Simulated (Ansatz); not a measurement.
System: interstitial F in anatase TiO2 (charge state -1). Method: PBE, PAW (plane waves to 420 eV; Ansatz, a quantum-chemistry and plane-wave program).

108-site cell at the relaxed PBE lattice, the Γ point alone, smearing 0.01 eV, spin-restricted, no finite-size correction. Static, classical nuclei. The charge state is imposed; whether it is stable for some Fermi level was not computed. Sites that were not tried may lie lower.

Barriers: single points on a 2×2×2 k-point mesh shifted by half a step at the bands' geometries.

Relaxed starting cell (atoms counted from 1):

```
CELL_PARAMETERS angstrom
     11.39627     0.00000     0.00000
      0.00000    11.39627     0.00000
      0.00000     0.00000     9.70070
ATOMIC_POSITIONS crystal
  Ti 0.00040 0.16736 0.24847
  Ti 0.00044 0.50047 0.24980
  Ti 0.00033 0.83410 0.24874
  Ti 0.33145 0.16809 0.24795
  Ti 0.33175 0.50029 0.24818
  Ti 0.33338 0.83327 0.24737
  Ti 0.66933 0.16801 0.24801
  Ti 0.66915 0.50024 0.24813
  Ti 0.66729 0.83323 0.24739
  Ti 0.00011 0.00081 0.99864
  Ti 0.99998 0.33434 0.99789
  Ti 0.00011 0.66785 0.99858
  Ti 0.33370 0.99790 0.00006
  Ti 0.35156 0.33047 0.99829
  Ti 0.33218 0.66153 0.99874
  Ti 0.66649 0.99779 0.00005
  Ti 0.64823 0.33034 0.99847
  Ti 0.66804 0.66144 0.99878
  O  0.00028 0.16625 0.04290
  O  0.00025 0.50058 0.03996
  O  0.00017 0.83484 0.04308
  O  0.32500 0.16682 0.04438
  O  0.30888 0.50189 0.04262
  O  0.33281 0.83309 0.04145
  O  0.67518 0.16690 0.04434
  O  0.69143 0.50183 0.04266
  O  0.66764 0.83310 0.04143
  O  0.16579 0.16722 0.29271
  O  0.16667 0.50131 0.29286
  O  0.16703 0.83271 0.29115
  O  0.50030 0.16326 0.28639
  O  0.50035 0.50537 0.29783
  O  0.50029 0.83307 0.29162
  O  0.83483 0.16722 0.29271
  O  0.83395 0.50131 0.29287
  O  0.83353 0.83273 0.29118
  O  0.00023 0.00057 0.20724
  O  0.00021 0.33441 0.20547
  O  0.00022 0.66679 0.20535
  O  0.33412 0.99930 0.20552
  O  0.33654 0.33336 0.20784
  O  0.33727 0.66640 0.20551
  O  0.66638 0.99930 0.20551
  O  0.66392 0.33333 0.20795
  O  0.66327 0.66641 0.20550
  O  0.00030 0.16804 0.45794
  O  0.00031 0.49865 0.45576
  O  0.00028 0.83472 0.45580
  O  0.33298 0.16543 0.45446
  O  0.33203 0.49927 0.45692
  O  0.33293 0.83188 0.45561
  O  0.66764 0.16540 0.45447
  O  0.66863 0.49928 0.45700
  O  0.66764 0.83189 0.45563
  Ti 0.16738 0.00060 0.74919
  Ti 0.16834 0.33388 0.75833
  Ti 0.16634 0.66710 0.74883
  Ti 0.50011 0.99525 0.74740
  Ti 0.50004 0.32479 0.73916
  Ti 0.50011 0.66042 0.74864
  Ti 0.83282 0.00069 0.74919
  Ti 0.83173 0.33396 0.75840
  Ti 0.83385 0.66717 0.74885
  Ti 0.16677 0.16877 0.50075
  Ti 0.16719 0.49821 0.50174
  Ti 0.16724 0.83327 0.49936
  Ti 0.50034 0.16133 0.49129
  Ti 0.50043 0.49864 0.49666
  Ti 0.50034 0.83047 0.49695
  Ti 0.83395 0.16883 0.50078
  Ti 0.83360 0.49825 0.50177
  Ti 0.83344 0.83332 0.49940
  O  0.16667 0.00101 0.54319
  O  0.16822 0.33331 0.54234
  O  0.16585 0.66736 0.54217
  O  0.50022 0.99541 0.53733
  O  0.50022 0.33048 0.53550
  O  0.50022 0.66511 0.54237
  O  0.83381 0.00104 0.54321
  O  0.83229 0.33334 0.54238
  O  0.83465 0.66739 0.54220
  O  0.00016 0.00309 0.79107
  O  0.00013 0.33719 0.79224
  O  0.00015 0.66621 0.78991
  O  0.33424 0.00041 0.79201
  O  0.33764 0.34701 0.79544
  O  0.33359 0.66433 0.79213
  O  0.66609 0.00036 0.79201
  O  0.66255 0.34692 0.79574
  O  0.66674 0.66435 0.79216
  O  0.17058 0.16858 0.70856
  O  0.16563 0.50045 0.70710
  O  0.16745 0.83421 0.70615
  O  0.50028 0.16083 0.69250
  O  0.50027 0.49802 0.70541
  O  0.50022 0.83176 0.70621
  O  0.82982 0.16862 0.70859
  O  0.83475 0.50046 0.70716
  O  0.83299 0.83424 0.70617
  O  0.16656 0.99818 0.95548
  O  0.16836 0.32721 0.95492
  O  0.16490 0.67392 0.95400
  O  0.50016 0.00031 0.95674
  O  0.49991 0.26382 0.92633
  O  0.50016 0.65972 0.95791
  O  0.83375 0.99831 0.95551
  O  0.83204 0.32722 0.95502
  O  0.83541 0.67383 0.95403
  F  0.50012 0.42423 0.05147
```
Cell charge -1.

End state 1 differs by these moves (Å; atoms that move under 0.08 Å are left out):

```
atom  element     Δx     Δy     Δz
----  -------  -----  -----  -----
5          Ti   0.09   0.00   0.01
7          Ti  -0.03   0.01  -0.08
8          Ti   0.07   0.00   0.10
14         Ti  -0.14   0.02   0.01
15         Ti   0.08   0.08   0.00
17         Ti   0.25   0.25   0.01
18         Ti   0.02  -0.14   0.01
23          O   0.36  -0.02  -0.03
24          O  -0.07   0.03   0.02
26          O   0.51  -0.02   0.28
32          O   0.02  -0.06  -0.05
35          O   0.06  -0.01   0.12
44          O  -0.12   0.05  -0.06
45          O  -0.11  -0.04  -0.03
59         Ti   0.00   0.07   0.10
60         Ti   0.00   0.09   0.01
62         Ti   0.01  -0.03  -0.08
67         Ti   0.02   0.06   0.05
71         Ti   0.06   0.02   0.05
86          O  -0.04  -0.11  -0.03
89          O   0.05  -0.12  -0.06
94          O  -0.01   0.06   0.12
95          O  -0.06   0.02  -0.05
102         O   0.03  -0.07   0.02
104         O  -0.02   0.51   0.28
105         O  -0.02   0.36  -0.03
109         F   0.87   0.87  -1.02
```

**Question.** What is the computed forward and backward barriers to end state 1 (PBE, PAW)?

**Answer.** forward 0.31 eV, backward 0.31 eV; at the saddle point atom 109 has neighbours 2 O at 2.26, 2 O at 2.51; Ti at 1.93 Å. The saddle point's order was not checked, and it lies on a symmetry element of the cell, where a band can be held.
